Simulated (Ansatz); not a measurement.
A 16-atom cell of Cd(Te,S) started in the zinc blende structure, site fractions Te 0.875, S 0.125, short-range order -0.14 among the nearest mixed sites of the first mixed sublattice (0 is random, a negative value favours unlike neighbours), space group F-43m at the end, an ordered arrangement that its symmetry holds. The mixed sublattice has 8 sites.

The mixing enthalpy is taken against the end members in the zinc blende type (which need not be the stable form of CdS), relaxed in the same cell and mesh.

These are PBE (plane waves to 420 eV, PAW; Ansatz, a quantum-chemistry and plane-wave program) values and carry that method's errors. Scalar-relativistic, without spin–orbit coupling; with elements this heavy it can move edges by tenths of an eV. Its k-point mesh 4×4×4, Fermi–Dirac width 0.01 eV.

| cell | energy at zero smearing (eV) |
|---|---|
| CdTe | -121882.709 |
| CdS | -73262.628 |
| Cd8STe7 | -115804.914 |

Question: Work out the mixing enthalpy per mixed site and the interaction parameter Ω of a regular solution.

Answer: With x = 1/8 of the second end member, ΔH = [-115804.914 − 7/8 × (-121882.709) − 1/8 × (-73262.628)] / 8 = 35.6 meV against the separate end members. Ω = ΔH / x(1 − x) = 325 meV.
